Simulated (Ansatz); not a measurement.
The reference is Sb (space group R-3m, No. 166; layered; relaxed with 0.1 eV smearing).

```xyz
2
Lattice="2.1631 1.2489 3.7797 -2.1631 1.2489 3.7797 0.0000 -2.4978 3.7797" Properties=species:S:1:pos:R:3 pbc="T T T"
Sb     0.0000     0.0000     2.6465
Sb     0.0000     0.0000     8.6925
```

Cartesian axes are those of the cell as printed.

Calculations: DFT with r2SCAN+rVV10, PAW potentials and a 500 eV plane-wave cutoff in Ansatz (an electronic-structure program), spin-orbit coupling left out.

Strains are applied to the cell and any free atomic positions relax.

One change was made to it. Results:

| quantity | base | after |
|---|---|---|
| pressure (mean of the normal stresses, compression positive) | 0.0 GPa | 0.9 GPa |
| shortest interatomic distance | 2.920 Å | 2.895 Å |
| energy relative to the base (free energy F) | 0 meV/atom | +4.1 meV/atom |
| largest internal atomic displacement | – | 0.023 Å |

### Question
Name the change that was made.
A) uniaxial strain ε_zz = −5.74 %
B) strain tensor (xx, yy, zz, yz, xz, xy) = (+0.62, −1.22, +0.20, −0.23, +0.03, −1.05) %
C) strain tensor (xx, yy, zz, yz, xz, xy) = (−1.80, +0.07, +0.01, −1.17, +0.99, +0.51) %

### Answer
C, strain tensor (xx, yy, zz, yz, xz, xy) = (−1.80, +0.07, +0.01, −1.17, +0.99, +0.51) %. For comparison, the pressure in the other runs: strain tensor (xx, yy, zz, yz, xz, xy) = (+0.62, −1.22, +0.20, −0.23, +0.03, −1.05) % gives 0.3 GPa; uniaxial strain ε_zz = −5.74 % gives 2.2 GPa.

Whether these cells are dynamically stable was not tested.
